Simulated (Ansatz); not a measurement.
Density of states of InP (F-43m) above the conduction band minimum, PBEsol, rigid bands (Ansatz, a quantum-chemistry and plane-wave program); cell volume 50.8 Å³.

```csv
energy from edge (eV),10⁻³ states/eV/cell
0.006,0.29
0.031,0.70
0.056,1.04
0.081,1.34
0.106,1.71
0.131,2.06
0.156,2.41
0.181,2.86
0.206,3.31
0.231,3.76
0.256,4.25
0.281,4.75
0.319,5.70
0.344,6.28
0.369,6.95
0.394,7.60
0.419,8.32
0.444,9.14
0.469,9.86
0.494,10.9
0.519,11.8
0.544,12.8
0.569,14.0
0.594,15.0
```

**Question.** What effective density of states at 300 K does this give (∫ g(E) exp(−E/k_BT) dE, both spins, divided by the cell's size)?

**Answer.** 3.0e17 cm⁻³, a density-of-states mass of 0.052 mₑ, valleys and band degeneracy included.

Spin-orbit coupling is left out. Geometry: cell and atoms relaxed with PBEsol.
